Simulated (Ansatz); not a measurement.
Take Be$_{3}$As$_{2}$ (space group P-3m1, No. 164; a = 3.599 Å, c = 5.960 Å; a hypothetical phase, not in the database extracts checked) as the base. Axes: x lies along a and z along c of the hexagonal cell.

Computed with Kohn–Sham DFT with the PBEsol functional, run in Ansatz (a quantum-chemistry and plane-wave program) with PAW and 420 eV plane waves, without spin-orbit coupling.

For the base:

```
Property           Result
---------------  --------
Pressure          0.0 GPa
Band gap             zero
Volume per atom  13.37 Å³
```

The change: biaxial strain −1.44 %, plane normal [001], relaxed out of plane (Cartesian); in-plane vectors clamped, the third vector and the atoms free.

How does this affect the pressure?

The pressure (mean of the normal stresses, compression positive) goes from zero to 2.3 GPa.

What happens to the band gap?

The band gap stays zero.

How does this affect the volume per atom?

The volume per atom falls by 0.34 Å³, from 13.37 Å³ to 13.03 Å³.

Stability against distortions was not tested. The final runs are not spin-polarised.
